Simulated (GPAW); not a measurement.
GPAW run on Bi (R-3m, 2 atoms in the cell): self-consistent single point.

Method of the run: PBEsol, GPAW PAW datasets PBEsol (made by gpaw-setup) (plane waves; GPAW).

```
Bi
1.0
    4.14499    -2.26363     0.00000
    4.14499     2.26363     0.00000
    2.90880     0.00000     3.72073
Bi
2
Direct
  0.23824   0.23824   0.23824
  0.76600   0.76600   0.76600
```

Reference input (self-consistent single point, DFT PBEsol, plane waves, GPAW PAW datasets PBEsol (made by gpaw-setup)): mode = pw; ecut = 550 eV; xc = PBEsol; kpts = 4 4 4; mesh shift (steps) = 0 0 0; occupations.name = methfessel-paxton; occupations.width = 0.1 eV; occupations.order = 0; nbands = -8; convergence.forces = 0.001 eV/Å; symmetry.symmorphic = false; symmetry.tolerance = 0.0005. This run's input differs from it in these lines:

```diff
@@ -17,3 +17,3 @@
             nbands=-8,
-            convergence={'forces': 0.001},
+            convergence={'energy': 3e-14, 'density': 9e-09, 'eigenstates': 3e-18},
             symmetry={'symmorphic': False, 'tolerance': 0.0005},
```

Output, abridged:

```
     iter     time        total  log10-change:
                         energy   eigst   dens
iter:   1 --:--:--   -10.227003
iter:   2 --:--:--   -10.238709   -2.08  -1.75
iter:   3 --:--:--   -10.241850   -2.80  -1.77
iter:   4 --:--:--   -10.248540   -3.36  -2.24
iter:   5 --:--:--   -10.248770   -4.59  -2.45
   [... 42 lines left out ...]
iter:  48 --:--:--   -10.245824  -15.04  -7.60
iter:  49 --:--:--   -10.245824  -15.22  -7.63
iter:  50 --:--:--   -10.245824  -16.42  -7.68
iter:  51 --:--:--   -10.245824  -14.80  -7.71
iter:  52 --:--:--   -10.245824  -16.39  -8.37c
iter:  53 --:--:--   -10.245824  -17.62c -8.36c
   [... lines left out ...]
iter: 100 --:--:--   -10.245824  -22.09c -11.14c

Did not converge!

Here are some tips:

1) Make sure the geometry and spin-state is physically sound.
2) Use less aggressive density mixing.
3) Solve the eigenvalue problem more accurately at each scf-step.
4) Use a smoother distribution function for the occupation numbers.
5) Try adding more empty states.
6) Use enough k-points.
7) Don't let your structure optimization algorithm take too large steps.
8) Solve the Poisson equation more accurately.
9) Better initial guess for the wave functions.

See details here:

    https://gpaw.readthedocs.io/documentation/convergence.html
Traceback (most recent call last):
   [... frames left out ...]
gpaw.KohnShamConvergenceError: Did not converge!  See text output for help.
```

The run ended unconverged after 100 iterations. 

The starting cell has typed, rounded lattice constants, without a prior relaxation at this level. Its lattice was rescaled by up to half a per cent. One atom was moved a little off its site on purpose.

Cost on one core of a shared machine: roughly 70 s.
